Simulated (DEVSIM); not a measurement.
Structure: double heterostructure, Ge between p- and n-type Si, at 350 K.

```csv
layer (left to right),material,thickness (μm),Nd (cm⁻³),Na (cm⁻³),τn (s),τp (s)
1,Si,0.840,-,1.1e18,5.8e-7,5.8e-7
2,Ge,0.0290,2e14,-,5.8e-7,5.8e-7
3,Si,0.560,1.5e18,-,5.8e-7,1.7e-6
```

Left contact: ohmic. Right contact: ohmic. Voltage is applied to the left contact. Recombination: SRH at mid-gap, radiative. Mobility is constant in doping.

Constants are typed, rounded textbook-type inputs, not results; the design itself was drawn at random and stands for no fabricated device. Values at 300 K; Nc and Nv go as T^1.5, mobilities as T to minus their exponent, the gap by Varshni's rule with the affinity fixed.

| parameter | Si | Ge |
|---|---|---|
| gap (eV) | 1.124 | 0.664 |
| affinity (eV) | 4.05 | 4 |
| permittivity | 11.7 | 16 |
| Nc (cm⁻³) | 2.86e19 | 1.04e19 |
| Nv (cm⁻³) | 3.1e19 | 6e18 |
| μn (cm²/Vs) | 1417 | 3900 |
| μp (cm²/Vs) | 470 | 1900 |
| T exponent of μn | 2.3 | 1.66 |
| T exponent of μp | 2.2 | 2.33 |
| B (cm³/s) | 4.7e-15 | 6.4e-14 |
| Varshni α (eV/K) | 0.000473 | 0.000477 |
| Varshni β (K) | 636 | 235 |

Model (solved in DEVSIM): 1D drift-diffusion, Boltzmann statistics, complete ionisation; no tunnelling, impact ionisation, image-force lowering or self-heating. Band offsets follow the typed affinities; no thermionic-emission limit at abrupt steps, no polarisation charge.

Task: Tabulate band edges, carrier densities and field at zero bias.

Result: Energies count from the Fermi level of the right contact; mesh points crowd at the junctions.

```csv
x (μm),Ec (eV),Ev (eV),n (cm⁻³),p (cm⁻³),field (V/cm)
0.000,1.003,-0.108,130000,1.1e18,≈ 0
0.006943,1.003,-0.108,130000,1.1e18,≈ 0
0.02381,1.003,-0.108,130000,1.1e18,≈ 0
0.06479,1.003,-0.108,130000,1.1e18,≈ 0
0.2288,1.003,-0.108,130000,1.1e18,≈ 0
0.5245,1.003,-0.108,130000,1.1e18,≈ 0
0.7130,1.003,-0.108,130000,1.1e18,≈ 0
0.8039,1.002,-0.108,130000,1.1e18,-1400
0.8280,0.901,-0.209,3800000,3.8e16,-160000
0.8382,0.654,-0.457,1.4e10,1.0e13,-330000
0.8434,0.580,-0.064,5.8e10,8.9e17,-150000
0.8556,0.416,-0.229,1.4e13,3.8e15,-130000
0.8649,0.295,-0.349,7.3e14,7.2e13,-130000
0.8701,0.174,-0.937,1.1e17,1300000,-150000
0.8840,0.098,-1.012,1.4e18,100000,-6800
0.9122,0.096,-1.015,1.5e18,95000,≈ 0
0.9803,0.096,-1.015,1.5e18,95000,≈ 0
1.145,0.096,-1.015,1.5e18,95000,≈ 0
1.341,0.096,-1.015,1.5e18,95000,≈ 0
1.395,0.096,-1.015,1.5e18,95000,≈ 0
1.419,0.096,-1.015,1.5e18,95000,≈ 0
1.429,0.096,-1.015,1.5e18,95000,≈ 0
```
